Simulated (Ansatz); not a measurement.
## Fermi-surface data of TiC under load (space group R-3m)

Consider the following.

```
CELL_PARAMETERS angstrom
      0.00399     2.14935     2.14935
      2.14935     0.00399     2.14935
      2.14935     2.14935     0.00399
ATOMIC_POSITIONS crystal
  Ti 0.00000 0.00000 0.00000
  C  0.50000 0.50000 0.50000
```

Computed with PBEsol, rigid bands (plane waves, PAW, scalar-relativistic; Ansatz, an electronic-structure program). Condition of this run: uniaxial stress along [111] of -1 GPa (compression positive) (the target of the relaxation). Geometry: cell and atoms relaxed with PBEsol, then loaded as said.

```yaml
density of states at the Fermi level: 0.289 states/(eV·cell), both spins
bare Sommerfeld coefficient: 0.34 mJ/(mol of atoms·K²)
drude_plasma_energy: 3.6 eV
root-mean-square Fermi velocity: 5.8e5 m/s
resistivity times τ: 38 ×10⁻²² Ω·m·s
```

A metal at this level (no band gap); rigid bands, thermally averaged at 300 K, both spins. Spin-orbit coupling is left out. τ is one relaxation time for all states.
